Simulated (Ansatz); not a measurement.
Results of PBE0 (Ansatz, a quantum-chemistry and plane-wave program, plane waves, PAW) for cubic perovskite SrHfO3 (cubic high-temperature phase).

Numerical settings: plane-wave cutoff 460 eV, 6×6×6 k mesh, Fermi–Dirac smearing 0.01 eV, scalar-relativistic PAW data made under PBE.

Cell (measured lattice):

```
CELL_PARAMETERS angstrom
      4.11380     0.00000     0.00000
      0.00000     4.11380     0.00000
      0.00000     0.00000     4.11380
ATOMIC_POSITIONS crystal
  O  0.50000 0.00000 0.00000
  O  0.00000 0.50000 0.00000
  O  0.00000 0.00000 0.50000
  Sr 0.50000 0.50000 0.50000
  Hf 0.00000 0.00000 0.00000
```

Give the computed band gap and smallest direct gap on the k points sampled.


* **band gap**: 6.12 eV (on the SCF k mesh)
* **smallest direct gap on the k points sampled**: 6.40 eV

Note: held by symmetry at 0 K, a high-temperature phase can be a saddle point; cell and atoms aren't relaxed at this level (pressure 0.7 GPa).

Spin–orbit coupling is not included.

Cost on a shared machine: around 4 core-minutes (rough).
